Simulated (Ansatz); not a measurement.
Results of PBEsol (Ansatz, a quantum-chemistry and plane-wave program, PAW) for rock-salt LaTe.

Numerical settings: plane-wave cutoff 520 eV, 16×16×16 k mesh, Fermi–Dirac smearing 0.05 eV, scalar-relativistic PAW data made under PBE.

The volume scan:

```json
[
 {"V (Å³/atom)": "30.667", "E − E_lowest (meV/atom)": "25.34"},
 {"V (Å³/atom)": "31.320", "E − E_lowest (meV/atom)": "10.83"},
 {"V (Å³/atom)": "31.972", "E − E_lowest (meV/atom)": "2.61"},
 {"V (Å³/atom)": "32.625", "E − E_lowest (meV/atom)": "0.00"},
 {"V (Å³/atom)": "33.277", "E − E_lowest (meV/atom)": "2.43"},
 {"V (Å³/atom)": "33.930", "E − E_lowest (meV/atom)": "9.35"},
 {"V (Å³/atom)": "34.582", "E − E_lowest (meV/atom)": "20.31"}
]
```

Task: What bulk modulus B0 and pressure derivative B′ does a third-order Birch–Murnaghan fit give?

Result: V0 = 32.624 Å³/atom, B0 = 61.7 GPa, B′ = 4.5 (fit to the energies at full precision).

Spin–orbit coupling is not included; it can open a gap where bands touch, and shift volumes and moduli.
